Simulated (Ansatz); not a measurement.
Take SnO in the litharge type structure (space group P4/nmm, No. 129; a = 3.7701 Å, c = 4.5599 Å; layered, stacked along the Cartesian z axis) as the base.

Perturbation: a free-standing slab of 2 layers (8 atoms, 4 a layer) is cut normal to the stacking axis, with 15 Å of vacuum and the in-plane cell relaxed.

Levels (all Ansatz, a program for electronic structure, PAW): PBEsol-D3(BJ) (420 eV, spin-orbit coupling left out); r2SCAN (500 eV, no spin-orbit coupling); HSE06 (420 eV, no spin-orbit coupling).

At the geometry relaxed with PBEsol-D3(BJ), these levels gave the following band gaps, in shuffled order: (a) 0.68 eV, (b) 0.85 eV, (c) 1.15 eV.

Task: Match each gap to its level.

Result: (a) PBEsol-D3(BJ); (b) r2SCAN; (c) HSE06.

Single points use the geometry relaxed with PBEsol-D3(BJ). HSE06 gaps are upper bounds (no full band path). Stability against distortions was not tested. All final runs are without spin polarisation.
